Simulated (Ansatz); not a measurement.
W2C (Pbcn, No. 60; cell taken from a computed entry)

The numbers are results of PBEsol (Ansatz, an electronic-structure program, PAW), not measurements.

Run with plane-wave cutoff 500 eV, 8×8×8 k mesh, Fermi–Dirac smearing 0.05 eV, no spin polarisation, scalar-relativistic PAW data made under PBE.

Cell: relaxed at this level.

```json
{
 "volume_per_atom": "12.30 Å³/atom",
 "band_gap": "zero (no gap)"
}
```

Note: the relaxation could not lower the start's symmetry, so the cell can be a saddle point above a distorted one.

Spin–orbit coupling is not included.

The computed numbers hold no vibrational or temperature effects.
